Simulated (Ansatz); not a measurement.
The starting structures come from a database of crystals and need not be the phases stable at ambient conditions.

 Where the default PAW files enter, the runs use the earlier of Ansatz's two default sets.

By PBEsol, the system below comes out a metal.

Input:

```yaml
crystal:
  lattice:
    - [4.59372, 0.00000, 0.00000]
    - [-2.29686, 3.97828, 0.00000]
    - [2.29686, 1.32609, 0.93769]
  atoms:
    - { symbol: Au, position: [0.00000, 0.00000, 0.00000] }
```

Space group of this cell: Im-3m, bcc (W type). The cell is strained (all lengths scaled by 0.98); by PBEsol its mean pressure is -0.8 GPa.

The current flows along the normal of the first two printed cell vectors, the (111) plane of the conventional cell. No spin-orbit coupling; the value is a mean over 0.1 eV about the Fermi level.

Problem. State the ballistic conductance per area according to PBEsol (Ansatz, a first-principles code).

Solution. 0.93 × 10¹⁵ S/m² for both spins.
